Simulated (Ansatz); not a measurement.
# Several settings converged on BW2 (I4, 6 atoms in the cell)

```
BW2
1.0
   -2.76967     2.76967     2.37102
    2.76967    -2.76967     2.37102
    2.76967     2.76967    -2.37102
B W
2 4
Direct
  0.26054   0.26054   0.00000
  0.75000   0.75000   0.00000
  0.67031   0.82969   0.50000
  0.32969   0.17031   0.50000
  0.82969   0.32969   0.15938
  0.17031   0.67031   0.84062
```

Base method: PBEsol, default PAW files made with PBE (plane waves; Ansatz, a quantum-chemistry and plane-wave program).

Base settings: basis.ecutwfc = 30.9 Ry; kpoints.mp_grid.grid = 8 8 8; hamiltonian.xc = pbesol; hamiltonian.pseudopotentials = {kind: paw} (the program's default PAW files); scf.occupations.method = gaussian; scf.occupations.width = 0.0073 Ry.

The count of work is k-points × plane waves × bands × iterations; it is no time. 

**The width of Fermi-Dirac smearing**

In this ladder: kpoints.mp_grid.grid = 13 13 13; scf.occupations.method = fermi_dirac.

Narrow widths need finer meshes than wide ones, so the last steps can hold mesh noise.

Only quantities that move along the ladder and can be compared are tabulated; pressure and forces are left out, as mesh noise rules them at narrow widths.

| scf.occupations.width | free energy less the last step's (meV/atom) | energy extrapolated to zero width less the last step's (meV/atom) |
|---|---|---|
| 0.0735 Ry | -844.69 | 49.20 |
| 0.0367 Ry | -201.94 | -3.89 |
| 0.022 Ry | -74.15 | -4.22 |
| 0.0147 Ry | -33.35 | -1.92 |
| 0.0073 Ry | -6.90 | -0.23 |
| 0.0037 Ry | 0.00 | 0.00 |

Widest scf.occupations.width that holds the energy extrapolated to zero width within 1 meV/atom of the last step, with all finer ones: 0.0073 Ry; the step before is off by 1.9 meV/atom.

Widest scf.occupations.width that holds the free energy within 5 meV/atom: not settled: the last two steps still differ by 6.9 meV/atom, over half the tolerance, so the ladder does not show it.

The extrapolation to zero width removes most of the smearing's effect on the energy.

**The width of Methfessel-Paxton smearing**

In this ladder: kpoints.mp_grid.grid = 13 13 13; scf.occupations.method = methfessel_paxton.

Narrow widths need finer meshes than wide ones, so the last steps can hold mesh noise.

Only quantities that move along the ladder and can be compared are tabulated; pressure and forces are left out, as mesh noise rules them at narrow widths.

```tsv
scf.occupations.width	free energy less the last step's (meV/atom)
0.0735 Ry	-6.55
0.0367 Ry	-1.75
0.022 Ry	-0.34
0.0147 Ry	-0.04
0.0073 Ry	0.01
0.0037 Ry	0.00
```

Widest scf.occupations.width that holds the free energy within 5 meV/atom of the last step, with all finer ones: 0.0367 Ry; the step before is off by 6.5 meV/atom.

**The mesh under tetrahedron occupations**

In this ladder: scf.occupations.method = tetrahedron; scf.occupations.width = default.

Only quantities that move along the ladder and can be compared are tabulated.

```csv
kpoints.mp_grid.grid,free energy less the last step's (meV/atom),pressure (GPa),largest difference of a force vector from the last step's (eV/Å),count of work / last
4 4 4,-2.74,0.57,0.103,0.022
5 5 5,0.46,0.31,0.177,0.033
6 6 6,-1.60,0.44,0.050,0.055
7 7 7,-0.07,0.48,0.015,0.079
9 9 9,0.12,0.34,0.008,0.16
11 11 11,-0.12,0.40,0.005,0.28
14 14 14,0.15,0.39,0.008,0.57
17 17 17,0.00,0.38,0.000,1.0
```

Coarsest kpoints.mp_grid.grid that holds the forces within 0.02 eV/Å of the last step, with all finer ones: 7 7 7, at 0.079 of the last step's count of work; the step before is off by 0.050 eV/Å.

Coarsest kpoints.mp_grid.grid that holds the free energy within 0.5 meV/atom of the last step, with all finer ones: 7 7 7, at 0.079 of the last step's count of work; the step before is off by 1.6 meV/atom.

Coarsest kpoints.mp_grid.grid that holds the pressure within 0.05 GPa of the last step, with all finer ones: 9 9 9, at 0.16 of the last step's count of work; the step before is off by 0.09 GPa.

On the base run: the starting cell comes from a database of computed structures (which also holds hypothetical and non-ambient phases and stackings), without a prior relaxation at this level. Its lattice was rescaled by up to half a per cent. One atom was moved a little off its site on purpose. Spin polarisation is off. Ansatz's pressure includes its estimate of the finite-basis (Pulay) stress.

Left out of this page: 4 runs of the series outside the window shown, repeating another row's setting, or not comparable.

Keys are those of Ansatz 0.2.
